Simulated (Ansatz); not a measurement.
CsSnI3: isotropic strain +0.60 %

Base system: CsSnI3 in the cubic perovskite structure (space group Pm-3m, No. 221; a = 6.031 Å).

Now apply this change: an isotropic linear strain of +0.60 %, atoms relaxed at fixed cell.

All numbers come from LDA (Ansatz, a first-principles code; PAW; 420 eV plane waves; no spin-orbit coupling). Γ-centred 8×8×8 mesh, Fermi–Dirac width 0.05 eV.

- Volume per atom: 44.66 Å³ (base 43.86 Å³)
- Space group: Pm-3m (No. 221) (base Pm-3m (No. 221))
- Shortest interatomic distance: 3.033 Å (base 3.015 Å)
- Energy relative to the base (free energy F): +0.9 meV/atom
- Band gap: zero (base zero)

Final structure:

```xyz
5
Lattice="6.0667 0.0000 0.0000 0.0000 6.0667 0.0000 0.0000 0.0000 6.0667" Properties=species:S:1:pos:R:3 pbc="T T T"
Cs     0.0000     0.0000     0.0000
Sn     3.0333     3.0333     3.0333
I      3.0333     0.0000     3.0333
I      0.0000     3.0333     3.0333
I      3.0333     3.0333     0.0000
```

Cost of the whole job for the changed cell (relaxation, final SCF and bands): very roughly 25 core-seconds.

With I present, leaving out spin-orbit coupling can change the band edges. Whether these cells are dynamically stable was not tested. All final runs are without spin polarisation. Many cubic perovskites are stable only at high temperature; tilts and polar distortions were not tested. The zero or small gap of CsSnI3 can change with the level of theory.
